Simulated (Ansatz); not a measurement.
Rb₂PtC₂ (P-3m1), PBEsol, rigid bands (Ansatz, a quantum-chemistry and plane-wave program): N_c = 2.43e19 cm⁻³ at 300 K and an electron conductivity mass of 0.910 mₑ along x (a = (5.34, 0.00, 0.00) Å; b = (-2.67, 4.62, 0.00) Å; c = (0.00, 0.00, 5.20) Å).

Problem. For 1e16 electrons per cm³ at 300 K, place the Fermi level, estimate the Seebeck coefficient of a parabolic band with constant τ, and give mobility and conductivity for τ = 50 fs.

Solution. The level lies k_BT ln(N_c/n) = 0.202 eV below the conduction-band minimum. S ≈ −(k_B/e)[ln(N_c/n) + 5/2] = -887 μV/K, against -881 μV/K from the full bands (mean over directions). μ = eτ/m = 96.6 cm²/(V·s) and σ = neμ = 0.155 S/cm. τ is assumed, not computed.

Band transport and this doping are assumed; polarons and phonon drag are left out. Spin-orbit coupling is left out; with 5d elements it also splits d-like band edges.

Formula and space group known from diffraction (Crystallography Open Database), not checked to be the room-temperature form: Rb2PtC2 (P-3m1).
